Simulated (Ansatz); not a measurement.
For Bi₂S₃ (model structure, started from the A-La2O3 type, P-3m1, No. 164, 5 atoms in the cell), PBE (Ansatz, a quantum-chemistry and plane-wave program, plane waves, PAW) gives:

```
Item                               Value
------------------------------  --------
equilibrium lattice constant a   4.056 Å
c axis length                   10.367 Å
```

### Question
What does PBE-D3(BJ) in Ansatz (PAW) give for the same quantities?

### Answer

- lattice constant a: 4.011 Å (drops by 1.1 %)
- lattice parameter c: 9.365 Å (drops by 9.7 %)

Changes are worked out from the printed values.

Unless a cell is named, each level is at its own relaxed cell (PBE 29.55, PBE-D3(BJ) 26.10 Å³/atom).

Levels without +SOC leave out spin–orbit coupling, which shifts energies and cells of such heavy elements.

Ansatz's density-functional and Hartree–Fock values are scalar-relativistic unless marked +SOC, with PAW data made under PBE.

A model structure was made by putting elements into a prototype or built by hand; it is no filed structure, need not be a known phase, and can be a saddle point held by its symmetry.
